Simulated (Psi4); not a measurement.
Psi4 1.11, B3LYP/def2-svp: In(All)(F)2 (C=C[CH2][In]([F])[F]), 11 atoms. The geometry is a generated start, not checked to be a minimum at this level.

| Quantity | Value |
|---|---|
| task | energy |
| method | b3lyp |
| basis | def2-svp |
| memory | 3 GB |
| maxiter | 100 |
| keys of the molecule block | symmetry c1 |
| scf_type | df (default) |
| e_convergence | 1e-06 (default) |
| d_convergence | 1e-06 (default) |
| dft_radial_points | 75 (default) |
| dft_spherical_points | 302 (default) |
| effective core potentials | those of the basis set, past Kr |
| basis functions | 121 |
| grid points | 237178 |

```xyz
11

In     0.6888     1.6414     1.1106
C      0.5902    -0.5797     0.3678
C     -0.6898    -0.8491    -0.2468
C     -0.8697    -0.9076    -1.5681
H      0.7689    -1.0502     1.3265
H      1.4420    -0.6339    -0.3013
H     -1.5264    -1.0130     0.4247
H     -0.0611    -0.7465    -2.2632
H     -1.8289    -1.1463    -1.9956
F      1.7239     2.0359     2.8032
F     -0.2378     3.2490     0.3423
```

With the defaults (diis = true, scf_initial_accelerator = adiis, damping_percentage = 0, soscf = false, soscf_start_convergence = 0.01, guess = auto, which took SAD, diis_max_vecs = 10, level_shift = 0, level_shift_cutoff = 0.01) it converges in 10 SCF iterations. One run each on 2 threads, with these changes:
- soscf = true, soscf_start_convergence = 0.001
- damping_percentage = 60
- guess = modhuckel
- level_shift = 0.5, level_shift_cutoff = 0.001
- guess = sapgau
- scf_initial_accelerator = ediis
- diis = false, scf_initial_accelerator = none, damping_percentage = 60
- diis_max_vecs = 3
- guess = sadno

Task: Which runs fail or end elsewhere than the default run?

Result: No convergence: diis = false, scf_initial_accelerator = none, damping_percentage = 60 (the run ends without SCF convergence in 100 iterations). The rest reach the solution of the defaults.

```
setting                                                                SCF iterations  JK calls             end
---------------------------------------------------------------------  --------------  --------  --------------
soscf = true, soscf_start_convergence = 0.001                                       8        19   same solution
the defaults                                                                       10        11   same solution
scf_initial_accelerator = ediis                                                    10        11   same solution
level_shift = 0.5, level_shift_cutoff = 0.001                                      10        11   same solution
guess = sadno                                                                      12        12   same solution
guess = modhuckel                                                                  13        35   same solution
diis_max_vecs = 3                                                                  14        15   same solution
guess = sapgau                                                                     18        18   same solution
damping_percentage = 60                                                            72        73   same solution
diis = false, scf_initial_accelerator = none, damping_percentage = 60             100       101  no convergence
```

An SOSCF iteration holds several JK calls; a Hückel guess adds calls on atoms.
